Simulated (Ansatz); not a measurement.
Take CsSnI3 in the cubic perovskite structure (space group Pm-3m, No. 221; a = 6.031 Å) as the base.

Level of theory: LDA (Ansatz, a program for electronic structure), without spin-orbit coupling.

Strains are applied to the cell and any free atomic positions relax.

One change was made to it. Results:

The pressure goes from zero to -0.7 GPa; the energy goes up by 3.6 meV/atom.

Q: What was done to the base?
(A) isotropic strain +1.20 %
(B) isotropic strain +3.00 %
(C) isotropic strain +1.80 %
(D) isotropic strain +2.40 %

A: A, isotropic strain +1.20 %. For comparison, the energy relative to the base in the other runs: isotropic strain +2.40 % gives +14 meV/atom; isotropic strain +3.00 % gives +21 meV/atom; isotropic strain +1.80 % gives +7.9 meV/atom.

Whether these cells are dynamically stable was not tested. All final runs are without spin polarisation. Many cubic perovskites are stable only at high temperature; tilts and polar distortions were not tested.
